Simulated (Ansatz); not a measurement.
Results of LDA (PAW; Ansatz, a first-principles code) for C11b WSi2.

The run printed, among other lines:

```
Crystal: 3 atoms, lattice volume = 40.447 Å³
Basis set: ecut = 520 eV, 1079 PW (Γ), exchange–correlation on 72×72×72 points (8 copies of the dense FFT grid, shifted against one another)
Bands: 15, of which v1, the nominal top of the filled ones, is band 11 counted from 1 (10 counted from 0)
Symmetry: 16 space group operations
Space group: I4/mmm (ITA 139), of the structure as read, at distance tolerance 3.4e-5 Å
k-points: 1063 of 13824
Functional: x = slater, c = lda
SCF iter   1: F=—  HF=-11348.449068 eV  |F-HF|=—  |Δ(HF+E_count)|=         —  Δρ=6.67e-3  dr2=1.82e-2
SCF iter   2: F=—  HF=-11348.445493 eV  |F-HF|=—  |Δ(HF+E_count)|=   3.57e-3  Δρ=3.36e-3  dr2=2.70e-3
  ...
SCF iter   6: F=—  HF=-11348.444906 eV  |F-HF|=—  |Δ(HF+E_count)|=   7.77e-8  Δρ=2.01e-6  dr2=1.49e-9
SCF iter   7: F=-11348.444906 eV  HF=-11348.444906 eV  |F-HF|=4.18e-11  |Δ(HF+E_count)|=  2.78e-10  Δρ=2.73e-7  dr2=5.49e-11
SCF 1 converged in 7 iterations: F = -11348.444906 eV  dr2 = 5.49e-11
SCF converged after 7 iterations
Free energy (F): -11348.444906 eV
Internal energy: -11348.442760 eV  (E = F + TS)
E sigma→0 (E₀):  -11348.443833 eV
Fermi energy:    16.446495 eV
--- Forces (eV/Å), atoms counted from 1 ---
  atom   1  Si     0.00000000     0.00000000    -0.06477380
  atom   2  Si    -0.00000000    -0.00000000     0.06477380
  atom   3  W      0.00000000     0.00000000     0.00000000
--- Stress (GPa, compression-positive) ---
       -5.739234       0.000000       0.000000
        0.000000      -5.739234       0.000000
       -0.000000       0.000000      -5.979803
  P = ⅓ Tr σ = -5.8194 GPa (-58.194 kbar)
```

Problem. Write an input file that produces this run.

Solution. One answer among several that fit: 
Ansatz 0.2 input:
```yaml
crystal:
  lattice:
    - [-1.606975, 1.606975, 3.91564]
    - [1.606975, -1.606975, 3.91564]
    - [1.606975, 1.606975, -3.91564]
  atoms:
    - { symbol: Si, position: [0.6653, 0.6653, 0.0] }
    - { symbol: Si, position: [0.3347, 0.3347, 0.0] }
    - { symbol: W, position: [0.0, 0.0, 0.0] }
basis:
  ecutwfc: 520
  ecutrho_ratio: 4
  xc_grid: 2
kpoints:
  mp_grid: { grid: [24, 24, 24] }
hamiltonian:
  xc: lda
  dispersion: none
  pseudopotentials: { kind: paw }
scf:
  occupations: { method: fermi_dirac, width: 0.05 }
  convergence: { dr2_threshold: 0.0000000003 }
output:
  forces: true
  stress: true
  eigenvalues: true
```

The PAW data were made under PBE.

Note: cell and atoms aren't relaxed at this level (largest force 0.06 eV/Å, pressure -5.8 GPa).

Computing time: around 60 core-seconds (rough).
